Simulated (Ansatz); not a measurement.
```xyz
2
Lattice="0.0000 2.9394 2.9394 2.9394 0.0000 2.9394 2.9394 2.9394 0.0000" Properties=species:S:1:pos:R:3 pbc="T T T"
In     0.0000     0.0000     0.0000
P      1.4697     1.4697     1.4697
```

The numbers are results of HSE06, rigid bands (plane waves, PAW, scalar-relativistic; Ansatz, a first-principles code), not measurements. Geometry: cell and atoms relaxed with PBEsol.

### Question
Predict the electron conductivity mass (n e² τ/σ) at 300 K, by direction if it differs.

### Answer
0.095 mₑ.

### Question
And the band gap?

### Answer
1.44 eV at this level.

Rigid bands, one relaxation time for all states, no polarons. Spin-orbit coupling is left out; where it splits the top of the valence band it changes the hole mass and lowers the gap by about a third of the splitting. Geometry: cell and atoms relaxed with PBEsol.
